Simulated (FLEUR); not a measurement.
**Equation of state of fcc Cu (space group 225): energy against volume (FLEUR, PBE)**

```
CELL_PARAMETERS angstrom
      0.00000     1.77290     1.77290
      1.77290     0.00000     1.77290
      1.77290     1.77290     0.00000
ATOMIC_POSITIONS crystal
  Cu 0.00000 0.00000 0.00000
```

Method of the run: PBE, all-electron FLAPW (FLEUR), scalar-relativistic valence run with FLEUR. Settings: Kmax = 4.1 1/bohr; GmaxXC = 14.3 1/bohr; xcFunctional = pbe; jspins = 1; l_soc = F; mode = hist; fermiSmearingEnergy = 0.00183747 Htr; mesh (inpgen div1-3) = 28 28 28; inpgen gamma flag = true; Gmax = 14.3 1/bohr; numbands = 0; maxIterBroyd = 40; imix = Anderson; alpha = 0.05; precondParam = 0; minDistance = 1e-05 me/bohr^3. The cell above is the first row's. The rows scale it uniformly. In all rows the k mesh is held. E is the free energy at the stated smearing, counted from the lowest row.

```csv
V (Å^3/atom),E (meV/atom)
11.145,26.19
11.387,11.93
11.630,3.39
11.872,0.00
12.114,1.11
12.357,6.13
12.599,14.64
12.841,26.35
13.083,?
```

### Question
Fit E against V with the third-order Birch-Murnaghan form, a cubic in V^(-2/3), and predict the withheld value at V = 13.083.

### Answer
With u = V^(-2/3) - 0.191, the rows have u = 0.009423, 0.006573, 0.003811, 0.001155, -0.001413, -0.003907, -0.006310, -0.008638. Least squares gives E = -0.046 - 335.79·u + 322459·u² + 909725·u³. Residuals (row less fit): 0.007, -0.007, -0.018, 0.002, 0.040, -0.004, -0.043, 0.021; standard error 0.033 (degrees of freedom: 4). Its minimum lies at u = 0.000520, so V0 = (0.191520)^(-3/2) = 11.93. There d²E/du² = 647800 and d³E/du³ = 5458000, so B0 = (4/9) × 11.93^(-7/3) × 647800 × 0.160218 = 142 GPa (the last factor turns the table's units into GPa), and B0' = 4 + (2/3) × 0.191520 × (5458000)/647800 = 5.1. At the withheld row, u = -0.010894, so E = -0.046 - 335.79 × (-0.010894) + 322459 × (-0.010894)² + 909725 × (-0.010894)³ = 40.705 meV/atom. The calculation gives 40.71 meV/atom, which the fit meets to the printed digits. The row lies outside the fitted rows, so this is an extrapolation. From the scatter of the fitted rows alone, a prediction at this place has a standard error of 0.080 meV/atom, so the miss is 0.1 times that.

Carrying the step between the two nearest rows on in a straight line would have given 38.06, off by 2.65; series whose last step already gives the withheld value aren't shown. The scan was laid around a cell of about the measured size, scaled by a guess for this functional. Spin polarisation is off. Values depend on the basis (sphere radii, cutoffs, local orbitals), which need not be converged. Cutoffs and mesh are single choices, not tested for convergence of this quantity. Series with a scatter that would blur these digits, or in which a gap closes, are not shown. Nor are scans whose minimum lies at an end fitted in this form.
